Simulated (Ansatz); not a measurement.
```
CELL_PARAMETERS angstrom
      0.00000     2.82400     2.86488
      2.82400     0.00000     2.86488
      2.82400     2.82400     0.00000
ATOMIC_POSITIONS crystal
  Ga 0.00000 0.00000 0.00000
  As 0.25000 0.25000 0.25000
```

Method: r2SCAN with spin-orbit coupling, rigid bands (plane waves, PAW; Ansatz, an electronic-structure program). Condition of this run: uniaxial stress zz = -1 GPa (compression positive) (the target of the relaxation). How the cell was made: cell and atoms relaxed with r2SCAN, then loaded as said.

**Question.** Predict the electron conductivity mass (n e² τ/σ) at 300 K, by direction if it differs.

**Answer.** 0.055 (x), 0.055 (y), 0.057 (z) mₑ.

**Question.** What conductivity effective mass do dilute holes have at 300 K?

**Answer.** 0.36 (x), 0.36 (y), 0.45 (z) mₑ.

**Question.** And the band gap?

**Answer.** 0.79 eV at this level; semilocal functionals usually fall short of the measured gap.

Rigid bands, one relaxation time for all states, no polarons.
